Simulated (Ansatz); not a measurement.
Au on the 1x1 (111) surface of fcc Pt, one in a 2x2 cell, energies for each (27.3 Å²). Energies are against an atom of fcc Au, without zero-point or thermal terms; each row is named by its start.

Calculation: PBE (plane waves to 420 eV, PAW; Ansatz, a program for electronic structure).

Model: 17-atom slab, 6.9 Å thick at the start under the adsorbate (thin: gaps and levels are the slab's own), 6x6x1 mesh, Fermi-Dirac 0.1 eV, dipole correction, 8 atoms held, the rest relaxed; each run with such symmetry as its start has; no spin, no spin-orbit, no U, no dispersion correction.

A negative adsorption energy means that the adsorbate is more stable on the surface than in its reference. Starts that drift may end in the same place. Heights count from the host atoms within 0.3 Å of the top one.

```csv
starting site,E_ads (eV),height (Å),nearest host atom (Å),bonded to,Δ work function (eV),lateral drift (Å)
top Pt,1.10,2.49,Pt 2.54,Pt,-0.86,0.0
hollow Pt-Pt-Pt over Pt at depth 2.3 Å,0.47,2.17,Pt 2.72,3 Pt,-1.03,0.0
hollow Pt-Pt-Pt over Pt at depth 4.6 Å,0.40,2.14,Pt 2.70,3 Pt,-1.09,0.0
bridge Pt-Pt (span 2.8 Å),0.40,2.14,Pt 2.70,3 Pt,-1.09,0.8
```
